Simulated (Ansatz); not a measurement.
**Lattice constant a of NbB₂ (model structure, started from the MoSi2 type, I4/mmm, No. 139, 3 atoms in the cell) at several levels of theory**

No measured value is used here.

| level (code) | value (Å) |
|---|---|
| LDA (Ansatz) | 3.214 |
| PBEsol (Ansatz) | 3.231 |
| r²SCAN (Ansatz) | 3.277 |

LDA, PBEsol, r²SCAN: the run has no spin polarisation, so it can have missed a magnetic state. Cutoffs differ between the levels. Ansatz's density-functional and Hartree–Fock values are scalar-relativistic unless marked +SOC, with PAW data made under PBE.

A model structure was made by putting elements into a prototype or built by hand; it is no filed structure, need not be a known phase, and can be a saddle point held by its symmetry.

Ansatz is a quantum-chemistry and plane-wave program.
